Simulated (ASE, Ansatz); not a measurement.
A thermal frame of composition Li3Al, cell Li48Al16, held well above this temperature first, at a temperature that wasn't checked against the liquidus, so perhaps supercooled [in the CHGNet run: it was liquid; mean temperature 706 K (target 720 K); density 0.96 g/cm³, volume +9 % from the start cell's], from MD with the machine-learned potential CHGNet 0.3.0 in ASE at 720 K. The numbers are results of PBE (plane waves, PAW; Ansatz, a quantum-chemistry and plane-wave program), not measurements.

| Item | Value |
|---|---|
| plane-wave cutoff | 420 eV |
| k-points | one point, (1/4, 1/4, 1/4) |
| Fermi-Dirac width | 0.086 eV |
| spin | not polarised; no spin-orbit coupling |

A check of the k-sampling: on the last frame of the same run a denser mesh moved the PBE forces by 0.047 eV/Å rms, the static pressure by -0.03 GPa and the free energy by -3 meV/atom.

```xyz
64
Lattice="10.9870 0.0000 0.0000 0.0000 10.9870 0.0000 0.0000 0.0000 10.9870" Properties=species:S:1:pos:R:3:forces:R:3 pbc="T T T"
Li   13.0144    2.3331    0.1576   0.026  -0.354   0.009
Li    7.1079    5.9968    8.0958  -0.049   0.551  -0.587
Li   -0.9402    0.5974    0.6801   0.085  -0.035   0.015
Li   -1.7322   10.3242    4.8290  -0.004  -0.070   0.612
Li    4.4369   11.1700   -0.8237   0.033  -0.085  -0.166
Li   10.4588   12.1811    3.2789  -0.809  -0.088   0.207
Li   14.1051   -0.5675    6.7510  -0.106  -0.244   0.712
Li    5.7768    6.0473   -0.9232  -0.141   0.050   0.351
Li    2.4837    6.6114    3.1243  -0.170   0.397   0.213
Li    1.0070    4.3680    3.6835  -0.256  -0.535   0.103
Li   11.2816    8.7497    1.8946   0.202   0.345   0.678
Li    7.2082   11.1842    7.3356   0.100   0.150   0.043
Li    4.6933    3.1304    9.8659   0.601  -0.166   0.112
Li   11.6451    4.0645   -4.4414  -0.250   0.175   0.064
Li    7.5319   12.7495    1.8178  -0.005  -0.620   0.653
Li    1.5922    9.9895    4.2950  -0.433  -0.057   0.534
Li   10.0896    9.2307   10.8692  -0.587  -0.179  -0.362
Li    1.7343   10.1445   10.9504   0.161   0.120  -0.198
Li    8.2807    4.0696    8.0561   0.137  -0.342  -0.080
Li    5.8463    8.8635    8.4857  -0.204  -0.296  -0.118
Li    7.3090   -0.5671   -0.3006  -0.195   0.330   0.225
Li   11.7341    0.6107   -2.9544   0.049   0.464   0.402
Li   -0.5261    6.1993    1.9463  -0.367   0.155  -0.070
Li    0.2116   -1.9028    7.1696  -0.093  -0.242   0.024
Li    3.8137    7.9475   -5.6552  -0.512   0.167  -0.068
Li    5.6519    2.9829   -4.0537   0.286   0.263   0.041
Li   -0.5511    2.9275    1.2617   0.007   0.459  -0.131
Li    5.9804    9.4213    5.8780   0.102   0.059  -0.188
Li   -1.4636    2.5257    6.1617   0.071  -0.036   0.076
Li   10.4482   14.6953    9.4142   0.429   0.317   0.095
Li    8.4309    8.1364    9.1785   0.118   0.508  -0.623
Li    3.0497    2.8364    7.3937  -0.414  -0.240  -0.231
Li    9.0232   12.1451    9.1453   0.065   0.028  -0.071
Li    6.0323    4.8626   15.3360   0.318  -0.252  -0.036
Li    4.5172    1.7387   12.9754   0.069   0.084  -0.010
Li    7.4874    5.3381   13.0474  -0.325   0.432  -0.446
Li    5.8871   10.0684    3.3895   0.134   0.077  -0.352
Li    1.2748    4.9053    0.6324   0.103   0.244   0.132
Li    4.2775    5.2342    1.4483  -0.069  -0.183  -0.200
Li    3.8215   14.9410    4.2485  -0.534  -0.241   0.240
Li   10.6226    7.4462    4.3912   0.054  -0.176   0.655
Li    7.6871    3.0695   10.9169   0.016   0.657  -0.621
Li    8.9428    3.9051    3.2351   0.515  -0.100   0.346
Li   13.7843    4.6946    9.3456  -0.365   0.873  -0.253
Li    3.9959   12.0030    5.0668   0.098   0.226  -0.461
Li    5.3993    7.3282   14.0646  -0.229   0.285  -0.625
Li    6.1885    6.8009    5.6867   0.022   0.163   0.137
Li    7.3935    2.2739    4.7342  -0.417  -0.297  -0.138
Al   12.8721    1.2480   13.8520   0.377   0.230  -0.332
Al    2.2184    7.5055   11.5135   1.265   0.058   0.688
Al    8.2596    8.1185    6.4362   0.476   0.039   0.182
Al   14.2576    9.7492   13.3996   0.308  -0.342  -0.730
Al    8.4986    9.9216    2.4354   0.451   0.313  -0.727
Al    7.4882    8.0588    0.8143  -0.134  -0.645   0.329
Al    1.7083    6.4894    6.8277  -0.244   0.460  -0.022
Al    4.1565    5.8093    6.8935   0.457  -0.786   0.614
Al    8.5363    5.4421    5.4532   0.300   0.105  -0.016
Al    4.8916   -2.4892   11.0400  -0.596   0.182   0.544
Al   10.1411    6.5064    7.5169  -0.346  -0.537   0.119
Al    7.9510    7.7038    3.7421   0.033  -0.221   0.281
Al    0.4115    7.1061    9.9280  -0.307  -0.247  -0.937
Al    3.1769    7.8031    8.8091   0.134   0.153  -0.029
Al    0.9475    1.5206    5.5323   0.711  -0.367  -0.453
Al    8.9980    6.1853   10.6340  -0.151  -1.135  -0.158
```

| Quantity | Result |
|---|---|
| free energy on this k-sampling (the code's own zero, frozen cores included) | -18419.4 eV |
| static pressure (no kinetic part) | -1.18 GPa |
| rms force component | 0.363 eV/Å |
| largest force | 1.44 eV/Å on atom 50 |
